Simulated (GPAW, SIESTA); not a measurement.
A SIESTA input for a self-consistent single point of CaMg₇ (P-6m2, 8 atoms in the cell) (DFT, LDA PW92, numerical atomic orbitals DZP, PseudoDojo LDA standard norm-conserving potentials (rewritten from UPF to PSML)):

```
# files in the folder: Ca.psml Mg.psml (PseudoDojo LDA standard)
SystemName  CaMg7
SystemLabel camg7

NumberOfAtoms                8
NumberOfSpecies              2
%block ChemicalSpeciesLabel
  1 20 Ca
  2 12 Mg
%endblock ChemicalSpeciesLabel
LatticeConstant              1.0 Ang
%block LatticeVectors
     6.789991000    0.000000000    0.000000000
    -3.394996000    5.880305000    0.000000000
     0.000000000    0.000000000    5.370072000
%endblock LatticeVectors
AtomicCoordinatesFormat      Ang
%block AtomicCoordinatesAndAtomicSpecies
     0.000000000    0.000000000    2.685036000  1
    -1.673919757    2.953765406    2.685036000  2
    -0.000000498    5.853079188    2.685036000  2
     1.673919255    2.953765406    2.685036000  2
    -0.000000170    2.001655822    0.000000000  2
    -1.661511213    4.879477089    0.000000000  2
     1.661510383    4.879477089    0.000000000  2
     3.394998728    1.960099707    0.000000000  2
%endblock AtomicCoordinatesAndAtomicSpecies

XC.functional                LDA
XC.authors                   PW92
PAO.BasisSize                DZP
PAO.EnergyShift              0.01 Ry
MeshCutoff                   350 Ry
%block kgrid.MonkhorstPack
    4   0   0  0.0
    0   4   0  0.0
    0   0   5  0.0
%endblock kgrid.MonkhorstPack
OccupationFunction           FD
ElectronicTemperature        100.0 meV

MaxSCFIterations             150
SCF.Mixer.Method             Pulay
SCF.Mixer.Weight             0.25
SCF.Mixer.History            8
SCF.DM.Tolerance             1.0E-05
Diag.ParallelOverK           true
WriteForces                  true
Charge.Mulliken              end
```

### Question
Write the same calculation as an input for GPAW.

### Answer
This is the input that was run; spellings and numerical settings could be chosen otherwise.

```python
from ase import Atoms
from ase.units import GPa
from gpaw import GPAW, PW, FermiDirac

atoms = Atoms(['Ca', 'Mg', 'Mg', 'Mg', 'Mg', 'Mg', 'Mg', 'Mg'],
              cell=[[6.789991, 0.000000, 0.000000],
                    [-3.394996, 5.880305, 0.000000],
                    [0.000000, 0.000000, 5.370072]],
              positions=[[0.000000, 0.000000, 2.685036],
                         [-1.673920, 2.953765, 2.685036],
                         [-0.000000, 5.853079, 2.685036],
                         [1.673919, 2.953765, 2.685036],
                         [-0.000000, 2.001656, 0.000000],
                         [-1.661511, 4.879477, 0.000000],
                         [1.661510, 4.879477, 0.000000],
                         [3.394999, 1.960100, 0.000000]],
              pbc=True)

calc = GPAW(mode=PW(850),
            xc='LDA',
            kpts={'size': (4, 4, 5), 'gamma': True},
            occupations=FermiDirac(0.1),
            nbands=-16,
            convergence={'forces': 0.001},
            symmetry={'symmorphic': False, 'tolerance': 0.0005},
            maxiter=150)

atoms.calc = calc

energy = atoms.get_potential_energy()
print('Energy (eV):', round(energy, 6))
forces = atoms.get_forces()
print('Forces (eV/Ang):')
print(forces.round(5))
stress = atoms.get_stress()
print('Stress (GPa, Voigt):', (stress / GPa).round(4))
```

Basis, cutoffs, solver keys and any potentials are the target program's own. This input uses DFT LDA (Perdew-Wang 92), plane waves, GPAW PAW datasets LDA (gpaw-data 1.0.1). LDA parametrisations can differ slightly between programs.

The starting cell comes from a database of computed structures (which also holds hypothetical and non-ambient phases and stackings), without a prior relaxation at this level. Its lattice was rescaled by a random factor within 2.5 % of one.
